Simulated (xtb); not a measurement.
xtb 6.7.1, GFN2-xTB: Si(Cl)(NHiPr)2(NMe2) (CC(C)N[Si](Cl)(NC(C)C)N(C)C), 35 atoms. The geometry is a generated start, not checked to be a minimum at this level.

| Item | Result |
|---|---|
| method | GFN2-xTB |
| --acc | 1 (default) |
| --etemp (K) | 300 (default) |
| detailed input (--input) | none: ANC optimiser, Lindh (1995) Hessian, microcycle=20, maxdispl=1.0, hlow=0.01 (default) |
| basis functions | 86 |
| valence electrons | 80 |

The structure is relaxed from this start with --opt LEVEL for the levels crude, sloppy, loose, lax, normal, tight, vtight, extreme, once each. Up to the end of the extreme run atoms move by at most 0.58 Å along an axis.

**Question.** Choose the cheapest level whose final energy lies within 5 meV of that of extreme.

**Answer.** normal: 22 cycles against 68, ending 3.1 meV above.

```json
[
 {"level": "crude", "cycles": "1", "energy above the extreme run (meV)": "10", "gradient norm (eV/Å)": "0.15"},
 {"level": "sloppy", "cycles": "1", "energy above the extreme run (meV)": "10", "gradient norm (eV/Å)": "0.15"},
 {"level": "loose", "cycles": "1", "energy above the extreme run (meV)": "10", "gradient norm (eV/Å)": "0.15"},
 {"level": "lax", "cycles": "4", "energy above the extreme run (meV)": "8.4", "gradient norm (eV/Å)": "0.11"},
 {"level": "normal", "cycles": "22", "energy above the extreme run (meV)": "3.1", "gradient norm (eV/Å)": "0.0086"},
 {"level": "tight", "cycles": "44", "energy above the extreme run (meV)": "0.40", "gradient norm (eV/Å)": "0.0044"},
 {"level": "vtight", "cycles": "68", "energy above the extreme run (meV)": "under 0.01", "gradient norm (eV/Å)": "0.0014"},
 {"level": "extreme", "cycles": "68", "energy above the extreme run (meV)": "—", "gradient norm (eV/Å)": "0.0014"}
]
```
